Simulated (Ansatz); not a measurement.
For As (model structure, Fd-3m, No. 227), PBEsol in Ansatz (plane waves, PAW) gives:

| Item | Result |
|---|---|
| equilibrium lattice constant a | 6.014 Å |
| cohesive energy | 3.02 eV/atom |

Question: What does r²SCAN+rVV10 (Ansatz, a program for electronic structure, PAW) give for the same quantities?

Answer: 
- lattice constant a: 6.032 Å (grows by 0.3 %)
- cohesive energy: 2.62 eV/atom (decreases by 0.40 eV/atom)

Changes are worked out from the printed values.

Unless a cell is named, each level is at its own relaxed cell (PBEsol 27.18, r²SCAN+rVV10 27.43 Å³/atom).

Ansatz's density-functional and Hartree–Fock values are scalar-relativistic unless marked +SOC, with PAW data made under PBE.

A model structure was made by putting elements into a prototype or built by hand; it is no filed structure, need not be a known phase, and can be a saddle point held by its symmetry.
